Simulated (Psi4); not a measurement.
Psi4 1.11, TPSS/def2-svp: C[Si@@H]1CN[Si@@]1(F)CF, 17 atoms. The geometry is a generated start, not checked to be a minimum at this level.

```json
{
 "task": "gradient",
 "method": "tpss",
 "basis": "def2-svp",
 "memory": "7 GB",
 "scf_type": "df (default)",
 "guess": "auto, which took SAD (default)",
 "diis_max_vecs": "10 (default)",
 "scf_initial_accelerator": "adiis (default)",
 "e_convergence": "1e-08 (default)",
 "d_convergence": "1e-08 (default)",
 "basis functions (reference run)": "165",
 "grid points (reference run)": "3044906"
}
```

```xyz
17

C     -2.3517     0.8677    -0.1260
Si    -0.6774     0.4290    -0.7028
C     -0.4901    -1.4825    -0.8786
N      0.8334    -1.5643    -0.1953
Si     0.7689    -0.1959     0.8358
F      0.1283    -0.6245     2.2314
C      2.2870     0.7765     1.0058
F      2.8621     0.9695    -0.2174
H     -3.0876     0.7748    -0.9312
H     -2.6890     0.2254     0.6940
H     -2.3947     1.9010     0.2329
H     -0.1920     1.1836    -1.8960
H     -0.4713    -1.8131    -1.9228
H     -1.2901    -2.0330    -0.3668
H      1.6257    -1.4576    -0.8314
H      2.1069     1.7659     1.4361
H      3.0318     0.2775     1.6324
```
Charge 0, spin multiplicity 1.

Yardstick: the run with dft_radial_points = 200, dft_spherical_points = 974, dft_pruning_scheme = none (default), which is not proven converged either. Single runs; times are not shown.

Settings tried, all else as in the reference:
- dft_radial_points = 99, dft_spherical_points = 590, dft_pruning_scheme = treutler
- dft_radial_points = 75 (default), dft_spherical_points = 302 (default), dft_pruning_scheme = robust
- dft_radial_points = 75 (default), dft_spherical_points = 434
- dft_radial_points = 25, dft_spherical_points = 50
- dft_radial_points = 50, dft_spherical_points = 194
- dft_radial_points = 99, dft_spherical_points = 590, dft_pruning_scheme = robust
- dft_radial_points = 75 (default), dft_spherical_points = 302 (default)
- dft_radial_points = 75 (default), dft_spherical_points = 302 (default), dft_pruning_scheme = treutler
- dft_radial_points = 99, dft_spherical_points = 590
- dft_radial_points = 35, dft_spherical_points = 110
- dft_radial_points = 150, dft_spherical_points = 770

Sort the settings: which keep to the reference within 1.0 meV/atom in energy, 10 meV/Å in forces (largest component), and which don't?

Within it: dft_radial_points = 150, dft_spherical_points = 770; dft_radial_points = 99, dft_spherical_points = 590, dft_pruning_scheme = robust; dft_radial_points = 99, dft_spherical_points = 590; dft_radial_points = 75 (default), dft_spherical_points = 434. Outside: dft_radial_points = 75 (default), dft_spherical_points = 302 (default); dft_radial_points = 75 (default), dft_spherical_points = 302 (default), dft_pruning_scheme = robust; dft_radial_points = 50, dft_spherical_points = 194; dft_radial_points = 99, dft_spherical_points = 590, dft_pruning_scheme = treutler; dft_radial_points = 75 (default), dft_spherical_points = 302 (default), dft_pruning_scheme = treutler; dft_radial_points = 35, dft_spherical_points = 110; dft_radial_points = 25, dft_spherical_points = 50.

```tsv
setting	grid points	energy against the reference	difference in forces (largest component)
the reference	3044906	—	—
dft_radial_points = 150, dft_spherical_points = 770	1816607	under 0.001 meV/atom	0.53 meV/Å
dft_radial_points = 99, dft_spherical_points = 590, dft_pruning_scheme = robust	641615	−0.0044 meV/atom	1.6 meV/Å
dft_radial_points = 99, dft_spherical_points = 590	922949	−0.0044 meV/atom	1.6 meV/Å
dft_radial_points = 75 (default), dft_spherical_points = 434	516624	+0.019 meV/atom	4.1 meV/Å
dft_radial_points = 75 (default), dft_spherical_points = 302 (default)	359773	+0.0089 meV/atom	15 meV/Å
dft_radial_points = 75 (default), dft_spherical_points = 302 (default), dft_pruning_scheme = robust	245293	+0.010 meV/atom	16 meV/Å
dft_radial_points = 50, dft_spherical_points = 194	156711	+0.62 meV/atom	29 meV/Å
dft_radial_points = 99, dft_spherical_points = 590, dft_pruning_scheme = treutler	474743	−0.18 meV/atom	79 meV/Å
dft_radial_points = 75 (default), dft_spherical_points = 302 (default), dft_pruning_scheme = treutler	195925	−0.21 meV/atom	90 meV/Å
dft_radial_points = 35, dft_spherical_points = 110	62479	−7.9 meV/atom	90 meV/Å
dft_radial_points = 25, dft_spherical_points = 50	20383	+73 meV/atom	1200 meV/Å
```

Total energies are compared; such shifts often cancel in part in energy differences. The gradients leave out the derivatives of the grid weights. The tolerance is a choice made for this comparison.
